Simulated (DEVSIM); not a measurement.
Device: Si p-i-n diode, at 350 K.

Layer 1 from the left is Si, thickness (μm) 0.510, Na (cm⁻³) 1.5e18, τn (s) 3.2e-6, τp (s) 3.2e-6. Layer 2 from the left is Si, thickness (μm) 0.270, Nd (cm⁻³) 1.2e11, τn (s) 3.2e-6, τp (s) 3.2e-6. Layer 3 from the left is Si, thickness (μm) 0.390, Nd (cm⁻³) 5.9e17, τn (s) 3.2e-6, τp (s) 3.2e-6.

Left contact: ohmic. Right contact: ohmic. Voltage is applied to the left contact. Recombination: SRH at mid-gap, radiative. Mobility is μmin + (μ − μmin)/(1 + (N/Nref)^α).

Constants are typed, rounded textbook-type inputs, not results; the design itself was drawn at random and stands for no fabricated device. Values at 300 K; Nc and Nv go as T^1.5, mobilities as T to minus their exponent, the gap by Varshni's rule with the affinity fixed.

Si: gap (eV) 1.124, affinity (eV) 4.05, permittivity 11.7, Nc (cm⁻³) 2.86e19, Nv (cm⁻³) 3.1e19, μn (cm²/Vs) 1417, μp (cm²/Vs) 470, μn,min 52, μp,min 45, Nref,n 9.7e16, Nref,p 2.2e17, αn 0.68, αp 0.72, T exponent of μn 2.3, T exponent of μp 2.2, B (cm³/s) 4.7e-15, Varshni α (eV/K) 0.000473, Varshni β (K) 636.

Simulated with DEVSIM: 1D drift-diffusion, Boltzmann statistics, complete ionisation; no tunnelling, impact ionisation, image-force lowering or self-heating.

Question: What does the simulation give for the dark forward voltage at 1 A/cm², the dark forward voltage at 100 A/cm², the potential step across the device at zero bias?

Answer: dark forward voltage at 1 A/cm² 0.572 V; dark forward voltage at 100 A/cm² 0.711 V; potential step across the device at zero bias 0.888 V.
